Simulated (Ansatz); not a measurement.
System: interstitial H in rock-salt LiF (charge state -1). Method: PBE, PAW (plane waves to 420 eV; Ansatz, a quantum-chemistry and plane-wave program).

64-site cell at the relaxed PBE lattice, the Γ point alone, smearing 0.01 eV, spin-restricted, no finite-size correction. No zero-point or tunnelling terms. The charge state is imposed; whether it is stable for some Fermi level was not computed. Sites that were not tried may lie lower.

Barriers: single points on a 2×2×2 k-point mesh shifted by half a step at the bands' geometries.

The step: several atoms move together, H the farthest. Atoms about the jump, Cartesian Å from the middle of the jump, before and after:

```json
[
 {"atom": "H1", "x0": "1.01", "y0": "0.00", "z0": "0.00", "x1": "-1.01", "y1": "0.00", "z1": "0.00"},
 {"atom": "Li2", "x0": "0.03", "y0": "0.98", "z0": "0.99", "x1": "-0.03", "y1": "0.98", "z1": "0.99"},
 {"atom": "Li3", "x0": "0.03", "y0": "-0.99", "z0": "-0.98", "x1": "-0.03", "y1": "-0.99", "z1": "-0.98"},
 {"atom": "F4", "x0": "-0.26", "y0": "1.27", "z0": "-1.27", "x1": "0.26", "y1": "1.27", "z1": "-1.27"},
 {"atom": "F5", "x0": "-0.25", "y0": "-1.27", "z0": "1.27", "x1": "0.25", "y1": "-1.27", "z1": "1.27"},
 {"atom": "Li6", "x0": "2.00", "y0": "-0.98", "z0": "0.98", "x1": "2.07", "y1": "-1.05", "z1": "1.05"},
 {"atom": "Li7", "x0": "-2.07", "y0": "-1.05", "z0": "1.05", "x1": "-2.00", "y1": "-0.98", "z1": "0.98"},
 {"atom": "Li8", "x0": "2.00", "y0": "0.98", "z0": "-0.98", "x1": "2.07", "y1": "1.04", "z1": "-1.04"},
 {"atom": "Li9", "x0": "-2.07", "y0": "1.04", "z0": "-1.04", "x1": "-2.00", "y1": "0.98", "z1": "-0.98"},
 {"atom": "F10", "x0": "2.28", "y0": "1.26", "z0": "1.27", "x1": "2.04", "y1": "1.02", "z1": "1.02"},
 {"atom": "F11", "x0": "-2.04", "y0": "1.02", "z0": "1.02", "x1": "-2.29", "y1": "1.27", "z1": "1.27"},
 {"atom": "F12", "x0": "-2.04", "y0": "-1.02", "z0": "-1.02", "x1": "-2.28", "y1": "-1.27", "z1": "-1.26"},
 {"atom": "F13", "x0": "2.29", "y0": "-1.27", "z0": "-1.27", "x1": "2.04", "y1": "-1.02", "z1": "-1.02"},
 {"atom": "F14", "x0": "0.00", "y0": "1.02", "z0": "3.06", "x1": "0.00", "y1": "1.02", "z1": "3.06"},
 {"atom": "F15", "x0": "0.00", "y0": "-3.06", "z0": "-1.02", "x1": "0.00", "y1": "-3.06", "z1": "-1.02"},
 {"atom": "F16", "x0": "0.00", "y0": "3.05", "z0": "1.02", "x1": "0.00", "y1": "3.05", "z1": "1.02"},
 {"atom": "F17", "x0": "0.00", "y0": "-1.02", "z0": "-3.05", "x1": "0.00", "y1": "-1.02", "z1": "-3.05"},
 {"atom": "Li18", "x0": "-0.03", "y0": "-1.05", "z0": "3.09", "x1": "0.03", "y1": "-1.05", "z1": "3.08"},
 {"atom": "Li19", "x0": "-0.03", "y0": "-3.08", "z0": "1.05", "x1": "0.03", "y1": "-3.09", "z1": "1.05"},
 {"atom": "Li20", "x0": "-0.03", "y0": "3.08", "z0": "-1.04", "x1": "0.03", "y1": "3.08", "z1": "-1.04"},
 {"atom": "Li21", "x0": "-0.03", "y0": "1.04", "z0": "-3.08", "x1": "0.03", "y1": "1.04", "z1": "-3.08"}
]
```

Question: Where do these atoms stand at the saddle point, and how high is it?

Answer: 
```
atom      x      y      z
----  -----  -----  -----
H1     0.00  -0.01   0.01
Li2    0.00   1.17   1.17
Li3    0.00  -1.17  -1.17
F4     0.00   1.46  -1.47
F5     0.00  -1.48   1.48
Li6    1.73  -0.96   0.96
Li7   -1.73  -0.96   0.96
Li8    1.74   0.96  -0.96
Li9   -1.74   0.96  -0.96
F10    2.07   1.07   1.07
F11   -2.07   1.07   1.07
F12   -2.07  -1.07  -1.07
F13    2.07  -1.07  -1.07
F14    0.00   1.03   3.06
F15    0.00  -3.06  -1.03
F16    0.00   3.05   1.03
F17    0.00  -1.03  -3.05
Li18   0.00  -1.07   3.19
Li19   0.00  -3.19   1.06
Li20   0.00   3.18  -1.07
Li21   0.00   1.06  -3.19
```
It lies 0.27 eV above the start and 0.27 eV above the end. The saddle point's order was not checked, and it lies on a symmetry element of the cell, where a band can be held.
